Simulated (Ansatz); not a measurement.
## hcp Ti (0 0 1) on cubic KTaO3 (1 1 1) (film strained to the substrate, faces as cut)

A periodic stack without vacuum, hcp Ti (0 0 1) on cubic KTaO3 (1 1 1) (film strained to the substrate, faces as cut): substrate slab K5Ta6O15, film Ti16, surface cells [[1, -1], [0, 1]] and [[-2, -2], [2, 0]], film strained by -3.2 and -3.2 %, faces Ta/Ta and Ti/Ti as cut (like faces can put a slab off its formula).

The start was prepared with a machine-learned potential, and the result is one local minimum, with the in-plane cell held and forces under 0.04 eV/Å; the film can end far from its bulk form.

Calculation: PBE (plane waves to 420 eV, PAW; Ansatz, a first-principles code). Scalar-relativistic, without spin–orbit coupling; the runs are not spin-polarised; PBE gaps are too small against experiment. Its k-point mesh 5×5×1, Fermi–Dirac width 0.05 eV.

```
Quantity                                                                                    Value
--------------------------------------------------------------------------------  ---------------
interface area                                                                            28.1 Å²
period                                                                                    23.02 Å
gaps between the outermost planes at the two interfaces                           0.92 and 0.78 Å
Ta–Ti contacts across the interfaces within 1.22 times the sum of covalent radii  14, mean 3.13 Å
K–Ti contacts across the interfaces within 1.22 times the sum of covalent radii   12, mean 3.89 Å
O–Ti contacts across the interfaces within 1.22 times the sum of covalent radii    5, mean 2.24 Å
```

```yaml
crystal:
  lattice:
    - [5.69073, 0.00027, 0.10271]
    - [-2.84556, 4.92903, -0.05724]
    - [2.31937, 1.60864, 23.06575]
  atoms:
    - { symbol: K, position: [0.45536, 0.00309, 0.09737] }
    - { symbol: Ta, position: [0.15424, 0.35248, 0.04762] }
    - { symbol: O, position: [0.48282, 0.51669, 0.08695] }
    - { symbol: O, position: [0.95006, 0.98316, 0.08633] }
    - { symbol: O, position: [0.95012, 0.51776, 0.08632] }
    - { symbol: K, position: [0.05683, 0.30386, 0.19813] }
    - { symbol: Ta, position: [0.75446, 0.65270, 0.14866] }
    - { symbol: O, position: [0.05830, 0.80462, 0.19426] }
    - { symbol: O, position: [0.55908, 0.30532, 0.19416] }
    - { symbol: O, position: [0.55898, 0.80452, 0.19417] }
    - { symbol: K, position: [0.65901, 0.60496, 0.29751] }
    - { symbol: Ta, position: [0.35844, 0.95468, 0.24796] }
    - { symbol: O, position: [0.66136, 0.10613, 0.29648] }
    - { symbol: O, position: [0.16035, 0.60572, 0.29745] }
    - { symbol: O, position: [0.16041, 0.10562, 0.29745] }
    - { symbol: K, position: [0.26142, 0.90621, 0.39599] }
    - { symbol: Ta, position: [0.96127, 0.25609, 0.34693] }
    - { symbol: O, position: [0.25564, 0.40338, 0.40155] }
    - { symbol: O, position: [0.75272, 0.90314, 0.39932] }
    - { symbol: O, position: [0.75251, 0.40041, 0.39933] }
    - { symbol: K, position: [0.86125, 0.20633, 0.49687] }
    - { symbol: Ta, position: [0.56899, 0.55999, 0.44630] }
    - { symbol: O, position: [0.87220, 0.71168, 0.49843] }
    - { symbol: O, position: [0.37729, 0.23685, 0.51097] }
    - { symbol: O, position: [0.37761, 0.69236, 0.51090] }
    - { symbol: Ta, position: [0.16508, 0.85829, 0.54583] }
    - { symbol: Ti, position: [0.91542, 0.49718, 0.64817] }
    - { symbol: Ti, position: [0.91473, 0.96924, 0.64811] }
    - { symbol: Ti, position: [0.40730, 0.48008, 0.58585] }
    - { symbol: Ti, position: [0.38224, 0.96709, 0.65245] }
    - { symbol: Ti, position: [0.00783, 0.77914, 0.75569] }
    - { symbol: Ti, position: [0.03128, 0.29086, 0.73744] }
    - { symbol: Ti, position: [0.51972, 0.78547, 0.74247] }
    - { symbol: Ti, position: [0.51997, 0.28507, 0.74272] }
    - { symbol: Ti, position: [0.77555, 0.41219, 0.85132] }
    - { symbol: Ti, position: [0.77553, 0.91456, 0.85124] }
    - { symbol: Ti, position: [0.28570, 0.41864, 0.83829] }
    - { symbol: Ti, position: [0.26492, 0.90830, 0.85541] }
    - { symbol: Ti, position: [0.84971, 0.69968, 0.01378] }
    - { symbol: Ti, position: [0.90832, 0.22973, 0.94336] }
    - { symbol: Ti, position: [0.37900, 0.70081, 0.94452] }
    - { symbol: Ti, position: [0.37900, 0.22912, 0.94462] }
```
